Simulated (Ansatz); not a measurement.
## GeRh (P2₁3, No. 198, 8 atoms in the cell; start mp-20866; a measured phase of this formula has another space group)

Calculation: r²SCAN-D4 in Ansatz (plane waves, PAW).

Numerical settings: plane-wave cutoff 500 eV, 8×8×8 k mesh, Fermi–Dirac smearing 0.05 eV, no spin polarisation, scalar-relativistic PAW data made under PBE.

Cell (relaxed at this level):

RhGe has the cubic space group P2₁3 (No. 198), Pearson symbol cP8. Lattice parameters: a = 4.8694 Å, b = 4.8694 Å, c = 4.8694 Å, α = 90.00°, β = 90.00°, γ = 90.00°. Ge on 4a is surrounded by 4 Rh at 2.424–2.472 Å and 3 Rh at 2.837 Å and 6 Ge at 3.030 Å. Rh on 4a sees 4 Ge at 2.424–2.472 Å and 3 Ge at 2.837 Å. (Neighbours: up to the widest gap in distance over summed covalent radii, below 1.35, at either atom; cation-cation and far metal-metal contacts left out.)

```
Item             Result
--------  -------------
band gap  zero (no gap)
```

Note: the relaxation could not lower the start's symmetry, so the cell can be a saddle point above a distorted one.

Spin–orbit coupling is not included.

Computed values are for the static lattice.

Computing time: about 4 core-minutes (a rough figure).

A start named mp-… is a Materials Project structure, which need not be a measured phase.

Ansatz is a quantum-chemistry and plane-wave program.
